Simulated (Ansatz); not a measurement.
## Effort and miss along a sweep of basis.ecutwfc: Hf (P6_3/mmc, 4 atoms in the cell)

```
CELL_PARAMETERS angstrom
      3.10929     0.00000     0.00000
     -1.55465     2.69272     0.00000
      0.00000     0.00000    10.00416
ATOMIC_POSITIONS crystal
  Hf 0.00000 0.00000 0.00000
  Hf 0.00000 0.00000 0.50000
  Hf 0.33333 0.66667 0.25000
  Hf 0.66667 0.33333 0.75000
```

Method: PBE, PAW files (plane waves; Ansatz, a quantum-chemistry and plane-wave program).

Base settings: basis.ecutwfc = 420 eV; kpoints.mp_grid.grid = 12 12 4; hamiltonian.xc = pbe; hamiltonian.pseudopotentials = {kind: paw} (an earlier, softer set of the program's PAW files); scf.occupations.method = cold; scf.occupations.width = 0.136 eV.

Misses are taken against the tightest run, 840 eV, which need not be fully converged itself. The energy is the free energy per atom.

The count of work is k-points × plane waves × bands × iterations; it is no time, and leaves out set-up, grids and terms that scale otherwise. 

Ansatz's pressure holds its estimate of the finite-basis (Pulay) stress, which hides part of the cutoff error; the uncorrected pressure shows it.

The starting cell was generated: these elements placed on a structure prototype, without a prior relaxation; it need not be a known phase or ordering of this composition. Its lattice was rescaled by a random factor within 2.5 % of one. In the base run, with a pressure of about 10 GPa the cell is away from its equilibrium volume at this level. Ansatz's pressure includes its estimate of the finite-basis (Pulay) stress.

The runs (basis.ecutwfc): 170 eV | 210 eV | 250 eV | 295 eV | 335 eV | 380 eV | 420 eV | 485 eV | 545 eV | 630 eV | 735 eV | 840 eV.

Question: Which is the coarsest setting among those run that, with all tighter ones, holds the energy within 20 meV/atom of the reference, and what does it save?

Answer: 335 eV, off by 10.0 meV/atom; it needs 0.25 of the reference's count of work.

Question: Which is the coarsest setting among those run that, with all tighter ones, holds the energy within 5 meV/atom of the reference, and what does it save?

Answer: 380 eV, off by 2.7 meV/atom; it needs 0.30 of the reference's count of work.

Question: What does the step from 210 eV to 380 eV buy?

Answer: It takes the miss in the energy from 3100 to 2.7 meV/atom, for 2.7 times the count of work.

```csv
basis.ecutwfc,energy less reference (meV/atom),pressure less reference (GPa),uncorrected pressure less reference (GPa),count of work / reference
170 eV,12322.92,-6.55,-386.73,0.083
210 eV,3093.19,-0.44,-110.29,0.11
250 eV,772.18,0.09,-38.46,0.14
295 eV,92.29,0.13,-7.52,0.21
335 eV,9.99,0.11,-0.72,0.25
380 eV,2.74,0.02,-0.06,0.30
420 eV,1.49,0.01,-0.04,0.35
485 eV,0.55,0.01,0.00,0.44
545 eV,0.34,0.01,0.00,0.52
630 eV,0.19,0.00,0.01,0.64
735 eV,0.10,0.00,0.00,0.81
840 eV,0.00,0.00,0.00,1.0
```

Keys are those of Ansatz 0.2.
